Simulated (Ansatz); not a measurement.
For B (model structure, started from the simple cubic type, Pm-3m, No. 221, 1 atom in the cell), LDA (plane waves, PAW; Ansatz, a program for electronic structure) gives:

- lattice constant a: 1.864 Å
- bulk modulus B0: 250 GPa
- cohesive energy: 6.04 eV/atom

### Question
What does r²SCAN in Ansatz (PAW) give for the same quantities?

### Answer

- lattice constant a: 1.886 Å (increases by 1.2 %)
- bulk modulus: 232 GPa (decreases by 7.2 %)
- cohesive energy: 4.98 eV/atom (decreases by 1.06 eV/atom)

Changes are worked out from the printed values.

Unless a cell is named, each level is at its own relaxed cell (LDA 6.48, r²SCAN 6.70 Å³/atom).

Caveats: the bulk modulus is −V dP/dV from two relaxed cells at ±2 % in volume (LDA, r²SCAN). Ansatz's density-functional and Hartree–Fock values are scalar-relativistic unless marked +SOC, with PAW data made under PBE.

A model structure was made by putting elements into a prototype or built by hand; it is no filed structure, need not be a known phase, and can be a saddle point held by its symmetry.
